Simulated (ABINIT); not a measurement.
# Convergence study of the plane-wave cutoff for Mg (P-3m1, 2 atoms in the cell)

```yaml
crystal:
  lattice:
    - [1.60018, -2.77160, 0.00000]
    - [1.60018, 2.77160, 0.00000]
    - [0.00000, 0.00000, 5.19437]
  atoms:
    - { symbol: Mg, position: [0.33333, 0.66667, 0.25963] }
    - { symbol: Mg, position: [0.66667, 0.33333, 0.75000] }
```

Level of theory: LDA (PW92), norm-conserving pseudopotentials (PseudoDojo nc-sr-04 LDA standard) (plane waves; ABINIT).

Base settings: pseudos = [Mg.upf]; ecut = 42 Ha; occopt = 3; tsmear = 0.00367493 Ha; ngkpt = 4 4 3; nshiftk = 1; shiftk = 0 0 0; potentials = PseudoDojo nc-sr-04 LDA standard; nband = 15; kptopt = 2.

The second cell is the first with its lattice scaled by 0.98.

The mesh stays at the base's, so the ladder's end is converged at best in this setting alone.

Only quantities that move along the ladder and can be compared are tabulated.

The count of work is k-points × plane waves × bands × iterations; it is no time. 

The starting cell has typed, rounded lattice constants, without a prior relaxation at this level. Its lattice was rescaled by up to half a per cent. One atom was moved a little off its site on purpose. Without a gap this mesh is coarse (it stands for a supercell whose shortest vector is 13 Å).

Steps (ecut): 15 Ha; 17 Ha; 19 Ha; 21 Ha; 23 Ha; 25 Ha; 29 Ha; 34 Ha; 38 Ha; 42 Ha; 46 Ha; 50 Ha; 57 Ha; 63 Ha; 74 Ha; 84 Ha; 101 Ha.

Q: What is the coarsest ecut that holds the energy of the compressed cell less the first within 2 meV/atom of the last step, with all finer ones?

A: 34 Ha, at 0.20 of the last step's count of work; the step before is off by 4.2 meV/atom.

Q: What is the coarsest ecut that holds the pressure within 0.1 GPa of the last step, with all finer ones?

A: 42 Ha, at 0.27 of the last step's count of work; the step before is off by 0.78 GPa.

Q: What is the coarsest ecut that holds the forces within 0.01 eV/Å of the last step, with all finer ones?

A: 25 Ha, at 0.12 of the last step's count of work; the step before is off by 0.026 eV/Å.

```tsv
ecut	free energy less the last step's (meV/atom)	energy of the compressed cell less the first (meV/atom)	pressure (GPa)	largest difference of a force vector from the last step's (eV/Å)	count of work / last
15 Ha	53520.97	-271.28	-825.77	0.127	0.051
17 Ha	33553.43	451.82	-633.72	0.005	0.061
19 Ha	20545.87	-72.19	-469.42	0.095	0.072
21 Ha	12000.37	7.21	-330.12	0.020	0.084
23 Ha	6749.89	-102.36	-221.72	0.026	0.11
25 Ha	3519.35	-18.08	-138.71	0.003	0.12
29 Ha	796.46	-5.59	-45.63	0.001	0.16
34 Ha	77.27	-8.28	-8.70	0.002	0.20
38 Ha	6.85	-9.69	-2.96	0.000	0.23
42 Ha	1.17	-9.75	-2.20	0.000	0.27
46 Ha	0.95	-9.76	-2.19	0.000	0.31
50 Ha	0.73	-9.76	-2.18	0.000	0.35
57 Ha	0.64	-9.76	-2.18	0.000	0.43
63 Ha	0.45	-9.76	-2.18	0.000	0.49
74 Ha	0.34	-9.76	-2.17	0.000	0.63
84 Ha	0.17	-9.77	-2.18	0.000	0.76
101 Ha	0.00	-9.77	-2.17	0.000	1.0
```

The energy difference between the two cells stays within 1 meV/atom of the last step's from 38 Ha on, the total only from 46 Ha on: much of the error is common to both cells and cancels.

At the lowest cutoff the pressure lies 824 GPa under the last step's, the usual sign of Pulay stress in an incomplete plane-wave basis.
